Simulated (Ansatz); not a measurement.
Consider SrO in the rock salt structure (space group Fm-3m, No. 225; a = 5.1224 Å).

All numbers come from PBEsol in Ansatz (plane waves to 420 eV, PAW, scalar-relativistic without spin-orbit coupling).

Strains are applied to the cell and any free atomic positions relax.

One change was made to it. Results:

```csv
quantity,base,after
pressure,0.00 GPa,-3.79 GPa
energy relative to the base (free energy F),0 meV/atom,+9.4 meV/atom
"valley order (the lowest conduction-band minima on the path, energy above the VBM, named in the base's zone)",X along ⟨100⟩ 3.20 eV; Γ 3.93 eV,X along ⟨100⟩ 3.22 eV; Γ 3.62 eV
```

### Question
Name the change that was made.
(A) isotropic strain −2.50 %
(B) isotropic strain +1.00 %
(C) isotropic strain −1.50 %
(D) isotropic strain +1.50 %

### Answer
D, isotropic strain +1.50 %. For comparison, the valley order in the other runs: isotropic strain −2.50 % gives X along ⟨100⟩ 3.13 eV; Γ 4.51 eV; isotropic strain −1.50 % gives X along ⟨100⟩ 3.16 eV; Γ 4.27 eV; isotropic strain +1.00 % gives X along ⟨100⟩ 3.21 eV; Γ 3.72 eV.

The levels and masses belong to the bands next to the band gap. No phonon test of stability was made.

Ansatz is a first-principles code.
